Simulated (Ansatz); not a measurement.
Partial pair distribution functions of a relaxed model of amorphous Al$_{28}$O$_{44}$Hf, broadened by 0.06 Å; density 3.39 g/cm³. These are PBE, scalar-relativistic without spin-orbit coupling (plane waves to 420 eV, PAW; Ansatz, a first-principles code) values and carry that method's errors.

A CHGNet melt-quench gave the starting glass, which DFT then relaxed. O atoms were pushed apart under 1.9 Å during the dynamics, to hinder bonds among them. The hot cell started wider than the set density and was brought back towards it in steps. It is the lowest in DFT energy of 2 quenches. It is a model cell: composition and starting density were chosen by hand, and all elements were melted together. No dispersion term was used. Its density started from a set value of 3.39 and ended at 3.39 g/cm³. Cooling (nominally 280 K/ps over its main leg) ran many orders faster than in experiment, which tends to leave more defects and strain. One small periodic cell is one sample of the glass; other quenches scatter about these values. The volume was held where the preparation left it and the shape relaxed, at a PBE pressure of -0.1 GPa (tension).

```csv
r (Å),g Al-O,g O-Hf,g Al-Al,g O-O
1.55,0.02,0.00,0.00,0.00
1.65,0.84,0.00,0.00,0.00
1.75,5.98,0.11,0.00,0.00
1.85,7.61,2.24,0.00,0.00
1.95,3.83,5.99,0.00,0.00
2.05,1.24,4.73,0.00,0.00
2.15,0.35,1.51,0.00,0.00
2.25,0.07,0.07,0.00,0.01
2.35,0.05,0.00,0.00,0.25
2.45,0.07,0.00,0.01,1.14
2.55,0.17,0.00,0.24,1.60
2.65,0.17,0.00,1.13,2.41
2.75,0.09,0.03,1.80,2.96
2.85,0.25,0.67,1.55,2.45
2.95,0.29,0.94,1.86,2.37
3.05,0.40,0.58,2.40,2.20
3.15,0.49,1.72,2.53,1.40
3.25,0.68,0.66,2.66,0.81
3.35,0.90,0.02,1.89,0.68
3.45,1.14,0.02,1.31,0.49
3.55,1.12,0.43,0.68,0.52
3.65,1.10,1.36,0.68,0.81
3.75,1.15,1.64,0.60,0.59
3.85,1.26,0.82,0.62,0.59
3.95,1.30,1.16,0.52,0.63
4.05,1.43,1.93,0.45,0.60
4.15,1.64,1.01,0.33,0.41
4.25,1.56,2.43,0.43,0.47
4.35,1.44,1.73,0.85,0.62
```

Within 2.26 Å each Al has 4.71 O neighbours on average.
